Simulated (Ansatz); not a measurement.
Take ZnS in the wurtzite structure (space group P6_3mc, No. 186) as the base.

```
CELL_PARAMETERS angstrom
      3.84511     0.00000     0.00000
     -1.92255     3.32996     0.00000
      0.00000     0.00000     6.30566
ATOMIC_POSITIONS crystal
  Zn 0.66667 0.33333 0.99985
  Zn 0.33333 0.66667 0.49985
  S  0.66667 0.33333 0.62535
  S  0.33333 0.66667 0.12535
```

Cartesian axes are those of the cell as printed.

Level of theory: PBE (Ansatz, a first-principles code, PAW, spin-orbit coupling left out).

Before the change:

| Item | Value |
|---|---|
| Valence-band top at Γ | 0.00, 0.00, -0.07 eV |
| Electron mass | 0.16 mₑ along c, 0.18 mₑ across (at Γ) |

Modification: biaxial strain −1.34 %, plane normal [001], relaxed out of plane (Cartesian); in-plane vectors clamped, the third vector and the atoms free.

**Question.** Predict the new valence-band top at Γ and electron mass.

**Answer.** The valence-band top at Γ (three highest levels, from the VBM) changes from 0.00, 0.00, -0.07 eV to 0.00, 0.00, -0.19 eV; the electron mass goes from 0.16 mₑ along c, 0.18 mₑ across (at Γ) to 0.15 mₑ out of plane, 0.19 mₑ in plane (at Γ).

The levels and masses belong to the bands next to the band gap. Masses are band curvatures over ±0.01 Å⁻¹ around the edge. No phonon test of stability was made.
